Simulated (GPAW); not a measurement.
Input and output of a self-consistent single point for Pb (Fm-3m, 1 atom in the cell) (GPAW).

Level of theory: PBEsol, GPAW PAW datasets PBEsol (made by gpaw-setup) (plane waves; GPAW 25.7.0).

```
CELL_PARAMETERS angstrom
      0.00000     2.47500     2.47500
      2.47500     0.00000     2.47500
      2.47500     2.47500     0.00000
ATOMIC_POSITIONS crystal
  Pb 0.00000 0.00000 0.00000
```

Reference input (self-consistent single point, DFT PBE, plane waves, GPAW PAW datasets PBE (gpaw-data 1.0.1)): mode = pw; ecut = 550 eV; xc = PBE; kpts = 9 9 9; mesh shift (steps) = 0 0 0; occupations.name = fermi-dirac; occupations.width = 0.1 eV; nbands = -9; convergence.forces = 0.001 eV/Å; symmetry.symmorphic = false; symmetry.tolerance = 0.0005; maxiter = 150. This run's input differs from it in these lines:

```diff
@@ -12,3 +12,3 @@
 calc = GPAW(mode={'name': 'pw', 'ecut': 550},
-            xc='PBE',
+            xc='PBEsol',
             kpts=(9, 9, 9),
```

Its files differ too (potentials: GPAW PAW datasets PBEsol (made by gpaw-setup)).

Log, with long lists cut:

```
     iter     time        total  log10-change:
                         energy   eigst   dens  force
iter:   1 --:--:--    -4.280513
iter:   2 --:--:--    -4.280428   -1.99  -1.80
iter:   3 --:--:--    -4.267849   -2.29  -1.83
iter:   4 --:--:--    -4.269005   -3.62  -2.48
iter:   5 --:--:--    -4.265692c  -3.17  -2.50
iter:   6 --:--:--    -4.265113c  -4.65  -2.86
iter:   7 --:--:--    -4.265002c  -5.35  -3.16
iter:   8 --:--:--    -4.265044c  -5.38  -3.32
iter:   9 --:--:--    -4.265023c  -5.13  -3.55
iter:  10 --:--:--    -4.265026c  -6.82  -3.66
iter:  11 --:--:--    -4.265028c  -6.87  -3.75
iter:  12 --:--:--    -4.265028c  -7.35  -4.33c
iter:  13 --:--:--    -4.265028c  -8.34c -5.06c
iter:  14 --:--:--    -4.265028c -10.30c -5.43c -23.46c
Converged after 14 iterations.

Dipole moment: (0.000000, 0.000000, 0.000000) |e|*Ang

Energy contributions relative to reference atoms: (reference = -567122.994260)

Kinetic:         +7.221825
Potential:       -7.365597
External:        +0.000000
XC:              -4.099257
Entropy (-ST):   -0.012026
Local:           -0.015985
SIC:             +0.000000
--------------------------
Free energy:     -4.271041
Extrapolated:    -4.265028

Showing only first 2 kpts
 Kpt  Band  Eigenvalues  Occupancy
  0     5     -4.26679    2.00000
  0     6     14.82350    0.00000
  0     7     14.82350    0.00000
  0     8     14.82350    0.00000

  1     5     -3.94959    2.00000
  1     6     13.16764    0.00000
  1     7     13.64675    0.00000
  1     8     13.64676    0.00000

Fermi level: 7.32445

No gap
No difference between direct/indirect transitions
Energy (eV): -4.265028

Forces in eV/Ang:
  0 Pb   -0.00000    0.00000   -0.00000

Stress tensor:
     0.005579     0.000000    -0.000000
     0.000000     0.005579    -0.000000
    -0.000000    -0.000000     0.005579
Stress (GPa, Voigt): [ 0.8938  0.8938  0.8938 -0.     -0.      0.    ]
```

The run converged in 14 iterations. GPAW prints stress with tension positive. Against the reference run the pressure goes from 1.98 to -0.89 GPa.

The starting cell has typed, rounded lattice constants, without a prior relaxation at this level.
